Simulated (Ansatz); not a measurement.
Consider interstitial Al in 2H silicon carbide, charge state +1. All values below come from PBE, PAW (plane waves to 420 eV; Ansatz, a first-principles code).

Cell of 72 host sites held at the relaxed PBE lattice; the Γ point alone; Fermi-Dirac width 0.01 eV, spin-restricted; finite-size errors left in. No zero-point or tunnelling terms. The host's phase is taken as given; its stability against other phases was not computed. The charge state is imposed; whether it is stable for some Fermi level was not computed. Sites that were not tried may lie lower.

Barriers: single points on a 2×2×2 k-point mesh shifted by half a step along c at the bands' geometries (they differ from the bands' own by up to 0.29 eV, and are uncertain by about as much).

A. Al moves alone to another site; the atom moves 2.54 Å along (0.00, 0.00, 0.50) of the unit cell; the moving atom starts with neighbours 3 C at 1.91; 3 Si at 2.31, 3 Si at 2.38 Å and ends with 3 C at 1.91; 3 Si at 2.31, 3 Si at 2.38 Å; the start lies 0.47 eV above the lowest site run; saddle order not checked, on a symmetry element.
B. a concerted move, in which Si travels most (a rearrangement that moves the defect's centre by under 1 Å); the atom moves 1.92 Å along (0.00, -0.62, 0.00) of the unit cell; the moving atom starts with neighbours Al at 2.23; C at 1.79, 2 C at 2.02; 2 Si at 2.32 Å and ends with Al at 2.23; C at 1.79, 2 C at 2.02; 2 Si at 2.32 Å; saddle order not checked.

A band can be held on a symmetry element, so unchecked saddle points there may be too high.

Task: Order them by forward barrier (lowest first) at the level PBE, PAW.

Result: B (1.85 eV), A (2.40 eV)
